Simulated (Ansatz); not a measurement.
Si (P6₃/mmc, No. 194, 4 atoms in the cell; start mp-165; another form than the element's usual one) was calculated with HSE06 (PAW; Ansatz, a program for electronic structure).

Numerical settings: plane-wave cutoff 460 eV, 9×9×4 k mesh (along the axes of the cell as run), Fermi–Dirac smearing 0.01 eV, scalar-relativistic PAW data made under PBE.

Cell (relaxed with PBEsol):

```cif
data_Si4
_chemical_formula_sum 'Si4'
_space_group_name_H-M_alt 'P63/mmc'
_space_group_IT_number 194
_space_group_name_Hall '-P 6c 2c'
_cell_length_a 3.82469
_cell_length_b 3.82469
_cell_length_c 6.32397
_cell_angle_alpha 90.000
_cell_angle_beta 90.000
_cell_angle_gamma 120.000
loop_
_atom_site_label
_atom_site_type_symbol
_atom_site_symmetry_multiplicity
_atom_site_Wyckoff_symbol
_atom_site_fract_x
_atom_site_fract_y
_atom_site_fract_z
_atom_site_occupancy
Si1 Si 4 f 0.33333 0.66667 0.06300 1
```

Task: Estimate the band gap and smallest direct gap on the k points sampled that the calculation returns.

Result: 
- band gap = 0.95 eV (indirect)
- smallest direct gap on the k points sampled = 1.70 eV

Note: cell and atoms aren't relaxed at this level (pressure 0.4 GPa).

The computed numbers hold no vibrational or temperature effects.

Cost on a shared machine: about 80 core-seconds (a rough figure).

A start named mp-… is a Materials Project structure, which need not be a measured phase.
